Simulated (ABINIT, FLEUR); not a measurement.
A FLEUR input for a self-consistent single point of Tc3Ir (P6_3/mmc, 8 atoms in the cell) (DFT, PBEsol, all-electron FLAPW (FLEUR), scalar-relativistic valence):

Input of the input generator:

```
scf Tc3Ir
&input film=f /
1.0000000000 -0.0000000051 0.0000000000
-0.4999999956 0.8660254063 0.0000000000
0.0000000000 0.0000000000 0.7900697278
10.3854247815
1.0 1.0 1.0

8
43 0.8396900000 0.1603100000 0.7500000000
43 0.1603100000 0.8396900000 0.2500000000
43 0.6793800000 0.8396900000 0.2500000000
43 0.3206200000 0.1603100000 0.7500000000
43 0.8396900000 0.6793800000 0.7500000000
43 0.1603100000 0.3206200000 0.2500000000
77 0.6666666667 0.3333333333 0.2500000000
77 0.3333333333 0.6666666667 0.7500000000

&comp jspins=1 /
&exco xctyp='PBEs' /
&kpt div1=5 div2=5 div3=5 /
&end /
```

```xml
<?xml version="1.0" encoding="UTF-8" standalone="no"?>
<fleurInput fleurInputVersion="0.39">
   <comment>
      scf Tc3Ir                                                                                           
   </comment>
   <calculationSetup>
      <cutoffs Kmax="4.4" Gmax="15.4" GmaxXC="15.4" numbands="0"/>
      <scfLoop itmax="60" minDistance="0.00001" maxIterBroyd="40" imix="Anderson" alpha="0.05" precondParam="0.0" spinf="2.0"/>
      <coreElectrons ctail="T" frcor="F" kcrel="0" coretail_lmax="0"/>
      <xcFunctional name="PBEs" relativisticCorrections="F"/>
      <magnetism jspins="1"/>
      <soc l_soc="F" theta="0.0" phi="0.0" spav="F"/>
      <expertModes spex="0" secvar="F"/>
      <geometryOptimization l_f="T" forcealpha="1.0" forcemix="BFGS" epsdisp="0.00001" epsforce="0.00001"/>
      <ldaU l_linMix="F" mixParam="0.05" spinf="1.0"/>
   </calculationSetup>
   <cell>
      <bzIntegration valenceElectrons="120.0" mode="hist" fermiSmearingEnergy="0.00183747">
         <kPointListSelection listName="default-1"/>
         <!-- k-points included here -->
         <xi:include xmlns:xi="http://www.w3.org/2001/XInclude" href="kpts.xml"> </xi:include>
      </bzIntegration>
      <!-- symmetry operations included here -->
      <xi:include xmlns:xi="http://www.w3.org/2001/XInclude" href="sym.xml"> </xi:include>
      <bulkLattice scale="1.0">
         <bravaisMatrix>
            <row-1>   10.3854247814999994    -0.0000000529656664     0.0000000000000000</row-1>
            <row-2>   -5.1927123450541313     8.9940417159966266     0.0000000000000000</row-2>
            <row-3>    0.0000000000000000     0.0000000000000000     8.2052097302070788</row-3>
         </bravaisMatrix>
      </bulkLattice>
   </cell>
   <atomSpecies>
      <species name="Technetium (Tc)" element="Tc" atomicNumber="43">
         <mtSphere radius="2.28" gridPoints="803" logIncrement="0.016"/>
         <atomicCutoffs lmax="10" lnonsphr="8"/>
         <electronConfig flipSpins="F">
            <coreConfig>(1s1/2) (2s1/2) (2p1/2) (2p3/2) (3s1/2) (3p1/2) (3p3/2) (3d3/2) (3d5/2)</coreConfig>
            <valenceConfig>(4s1/2) (4p1/2) (4p3/2) (5s1/2) (4d3/2) (4d5/2)</valenceConfig>
            <stateOccupation state="(4d3/2)" spinUp="1.0" spinDown="1.0"/>
            <stateOccupation state="(4d5/2)" spinUp="1.5" spinDown="1.5"/>
         </electronConfig>
         <energyParameters s="5" p="5" d="4" f="4"/>
         <lo type="SCLO" l="0" n="4" eDeriv="0"/>
         <lo type="SCLO" l="1" n="4" eDeriv="0"/>
      </species>
      <species name="Iridium (Ir)" element="Ir" atomicNumber="77">
         <mtSphere radius="2.43" gridPoints="857" logIncrement="0.016"/>
         <atomicCutoffs lmax="10" lnonsphr="8"/>
         <electronConfig flipSpins="F">
            <coreConfig>(1s1/2) (2s1/2) (2p1/2) (2p3/2) (3s1/2) (3p1/2) (3p3/2) (4s1/2) (3d3/2) (3d5/2) (4p1/2) (4p3/2) (5s1/2) (4d3/2) (4d5/2) (4f5/2) (4f7/2)</coreConfig>
            <valenceConfig>(5p1/2) (5p3/2) (6s1/2) (5d3/2) (5d5/2)</valenceConfig>
            <stateOccupation state="(5d3/2)" spinUp="1.4" spinDown="1.4"/>
            <stateOccupation state="(5d5/2)" spinUp="2.1" spinDown="2.1"/>
         </electronConfig>
         <energyParameters s="6" p="6" d="5" f="5"/>
         <lo type="SCLO" l="1" n="5" eDeriv="0"/>
      </species>
   </atomSpecies>
   <atomGroups>
      <atomGroup species="Technetium (Tc)">
         <relPos label="                   1">-.1603100000 .1603100000 -1.000/4.000</relPos>
         <relPos label="                   2">.1603100000 -.1603100000 1.000/4.000</relPos>
         <relPos label="                   3">-.3206200000 -.1603100000 1.000/4.000</relPos>
         <relPos label="                   4">.3206200000 .1603100000 -1.000/4.000</relPos>
         <relPos label="                   5">-.1603100000 -.3206200000 -1.000/4.000</relPos>
         <relPos label="                   6">.1603100000 .3206200000 1.000/4.000</relPos>
         <force calculate="T" relaxXYZ="TTT"/>
      </atomGroup>
      <atomGroup species="Iridium (Ir)">
         <relPos label="                   7">-1.000/3.000 1.000/3.000 1.000/4.000</relPos>
         <relPos label="                   8">1.000/3.000 -1.000/3.000 -1.000/4.000</relPos>
         <force calculate="T" relaxXYZ="TTT"/>
      </atomGroup>
   </atomGroups>
   <output dos="F" band="F" slice="F">
      <checks vchk="F" cdinf="F"/>
      <bandDOS minEnergy="-.5*Htr" maxEnergy="0.5*Htr" sigma="0.015" storeEVData="T"/>
      <vacuumDOS vacdos="F" integ="F" star="F" nstars="0" locx1="0.0" locy1="0.0" locx2="0.0" locy2="0.0" nstm="0" tworkf="0.0"/>
      <unfoldingBand unfoldBand="F" supercellX="1" supercellY="1" supercellZ="1"/>
      <plotting iplot="0" polar="F">
         <plot TwoD="T" vec1="  1.0  0.0  0.0" vec2="  0.0  1.0  0.0" vec3="  0.0  0.0  1.0" zero="  0.0  0.0  0.0" file="plot"/>
      </plotting>
      <chargeDensitySlicing numkpt="0" minEigenval="0.0" maxEigenval="0.0" nnne="0" pallst="F"/>
      <specialOutput eonly="F"/>
      <magneticCircularDichroism mcd="F" energyLo="-10.0" energyUp="0.0"/>
   </output>
  <!-- We include the file relax.xml here to enable relaxations (see documentation) -->
  <xi:include xmlns:xi="http://www.w3.org/2001/XInclude" href="relax.xml"> <xi:fallback/> </xi:include>
</fleurInput>
```

### Question
Translate this input to ABINIT.

### Answer
This is the input that was run; spellings and numerical settings could be chosen otherwise.

```
# Tc3Ir, JTH v2.0 PBE PAW
pp_dirpath "./"
pseudos "Tc.GGA_PBE-JTH.xml, Ir.GGA_PBE-JTH.xml"
acell 10.3854247815 10.3854247815 8.2052097304
rprim
         1.0000000000   -0.0000000051    0.0000000000
        -0.4999999956    0.8660254063    0.0000000000
         0.0000000000    0.0000000000    1.0000000000
natom 8
ntypat 2
znucl 43 77
typat 1 1 1 1 1 1 2 2
xcart
         7.8880936187    1.4418347834    6.1539072978
        -2.6953811824    7.5522068802    2.0513024326
         2.6953812589    7.5522068529    2.0513024326
         2.4973311774    1.4418348107    6.1539072978
         5.1927124217    6.1103720170    6.1539072978
         0.0000000146    2.8836696466    2.0513024326
         5.1927124059    2.9980138703    2.0513024326
         0.0000000304    5.9960277932    6.1539072978
ecut 544 eV
pawecutdg 1088 eV
pawxcdev 0
ixc -116133
occopt 3
tsmear 0.00183747
nband 75
kptopt 1
ngkpt 5 5 5
nshiftk 1
shiftk 0 0 0
nstep 60
tolvrs 1.0e-12
prtwf 0
prtden 0
prtvol 1
```

Basis, cutoffs, solver keys and any potentials are the target program's own. This input uses DFT, PBEsol, plane waves, PAW (JTH v2.0 PBE PAW, files made for PBE).

The starting cell comes from a database of computed structures (which also holds hypothetical and non-ambient phases and stackings), without a prior relaxation at this level.
